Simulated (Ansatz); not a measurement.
# What biaxial strain −3.60 %, plane normal [110], relaxed out of plane does to hypothetical diamond Sc

Start from Sc in the diamond structure (space group Fd-3m, No. 227; a = 6.2929 Å; a hypothetical phase, not in the database extracts checked; relaxed with 0.1 eV smearing). Axes: x, y, z lie along the cube axes.

It is then changed as follows: biaxial strain −3.60 %, plane normal [110], relaxed out of plane (Cartesian); in-plane vectors clamped, the third vector and the atoms free.

All numbers come from Kohn–Sham DFT with the PBEsol functional, run in Ansatz (a program for electronic structure) with PAW and 420 eV plane waves, no spin-orbit coupling. Γ-centred 16×16×16 mesh, Fermi–Dirac width 0.1 eV.

| quantity | base | changed | shift |
|---|---|---|---|
| volume per atom | 31.15 Å³ | 36.59 Å³ | +5.44 Å³ |
| space group | Fd-3m (No. 227) | Cmmm (No. 65) | – |
| shortest interatomic distance | 2.725 Å | 2.812 Å | +0.087 Å |
| energy relative to the base (free energy F) | 0 meV/atom | -0.857 eV/atom | -0.857 eV/atom |
| pressure (mean of the normal stresses, compression positive) | 0.0 GPa | -7.4 GPa | -7.4 GPa |
| band gap | zero | zero | – |
| out-of-plane strain | – | +26.39 % | – |
| ratio −ε⊥/ε∥ | – | 7.33 | – |
| mean in-plane stress (compression positive) | – | -11.2 GPa | – |

Final structure (turned so that z lies along the plane normal):

```
CELL_PARAMETERS angstrom
      4.28957     0.00000     0.00000
      0.00000     6.06636     0.00000
      2.14478     3.03318     2.81201
ATOMIC_POSITIONS crystal
  Sc 0.50000 0.62500 0.00000
  Sc 0.00000 0.12500 0.00000
```

No phonon test of stability was made. All final runs are without spin polarisation. Under biaxial strain −3.60 %, plane normal [110], relaxed out of plane the cell ends below the base's energy or with stress of the wrong sign: the atoms slid into a distortion or the cell is elastically unstable, so the base is not a stable minimum at this level. Sc has a high density of states at the Fermi level and may be magnetic at this level.
